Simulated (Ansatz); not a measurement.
Subject: the energy change from cell B to cell A (2 Ir replaced by Cu, in a slab cell with one atom a plane). Reaction: cell B + 2 Cu (fcc) → cell A + 2 Ir (fcc). Negative: the products are lower in energy.

Cell A: a stack of composition CoCu2Pt6 built on Pt (fcc, Fm-3m) (111), with 6 atoms on that crystal's sites, 9 atoms, hexagonal cell of 2.81 Å (6.8 Å²), symmetry P3m1 within 0.02 Å, 17.4 Å thick under 16 Å of vacuum, in-plane vectors held at the crystal's, which may strain the added film; planes from bottom to top: Pt × 6 | Co | Cu × 2, its two faces unlike (dipole correction applied); spin state with PBE: net moment 2.2 μB a cell, k-point mesh 19×19×1.
```
CoCu2Pt6
1.0
    2.80850     0.00000     0.00000
    1.40425     2.43224     0.00000
    0.00000     0.00000    33.64551
Pt Co Cu
6 1 2
Direct
  0.00000   0.00000   0.23910
  0.33333   0.33333   0.30771
  0.66667   0.66667   0.37544
  0.00000   0.00000   0.44341
  0.33333   0.33333   0.51196
  0.66667   0.66667   0.58169
  0.00000   0.00000   0.64189
  0.33333   0.33333   0.69998
  0.66667   0.66667   0.75665
```

Cell B: a stack of composition CoIr2Pt6 built on Pt (fcc, Fm-3m) (111), with 6 atoms on that crystal's sites, 9 atoms, hexagonal cell of 2.81 Å (6.8 Å²), symmetry P3m1 within 0.02 Å, 17.8 Å thick under 16 Å of vacuum, in-plane vectors held at the crystal's, which may strain the added film; planes from bottom to top: Pt × 6 | Co | Ir × 2, its two faces unlike (dipole correction applied); spin state with PBE: net moment 2.0 μB a cell, k-point mesh 19×19×1.
```yaml
crystal:
  lattice:
    - [2.80850, 0.00000, 0.00000]
    - [1.40425, 2.43224, 0.00000]
    - [0.00000, 0.00000, 33.94913]
  atoms:
    - { symbol: Pt, position: [0.00000, 0.00000, 0.23679] }
    - { symbol: Pt, position: [0.33333, 0.33333, 0.30479] }
    - { symbol: Pt, position: [0.66667, 0.66667, 0.37192] }
    - { symbol: Pt, position: [0.00000, 0.00000, 0.43924] }
    - { symbol: Pt, position: [0.33333, 0.33333, 0.50716] }
    - { symbol: Pt, position: [0.66667, 0.66667, 0.57609] }
    - { symbol: Co, position: [0.00000, 0.00000, 0.63683] }
    - { symbol: Ir, position: [0.33333, 0.33333, 0.69622] }
    - { symbol: Ir, position: [0.66667, 0.66667, 0.75995] }
```

Reference: Ir (fcc, Fm-3m), 1 atom in the cell; spin state with PBE: run without spin, k-point mesh 26×26×26 on the run's own vectors. Conventional cell: a = b = c = 3.871 Å, α = β = γ = 90.00°.

Reference: Cu (fcc, Fm-3m), 1 atom in the cell; spin state with PBE: run without spin, k-point mesh 28×28×28 on the run's own vectors. Conventional cell: a = b = c = 3.629 Å, α = β = γ = 90.00°.

All numbers come from Ansatz (a quantum-chemistry and plane-wave program), plane waves with PAW, its PAW set soft_1, cutoff 420 eV. The structures are at rest with PBE, within the held lattices. Neutral cells; Fermi-Dirac smearing of at most 0.10 eV in the solids, energies taken to zero width. A dispersion term (D3(BJ), or D4 for r2SCAN) was computed beside these levels and is taken off wherever the name lacks it. Space groups of crystals are read within 0.01 Å. Nuclei at rest; no vibrational terms. No structure search was made; lower ones may exist. The runs are scalar-relativistic, without spin-orbit coupling. No search over spin orders was made beyond those shown. No correction for cell size. Cell A has symmetry P3m1 within 0.02 Å and got no random move, so less symmetric positions, which may lie lower, weren't tried. Cell B has symmetry P3m1 within 0.02 Å and got no random move, so less symmetric positions, which may lie lower, weren't tried.

**Question.** What value does PBE give?

**Answer.** -0.18 eV, for cell B + 2 Cu (fcc) → cell A + 2 Ir (fcc).
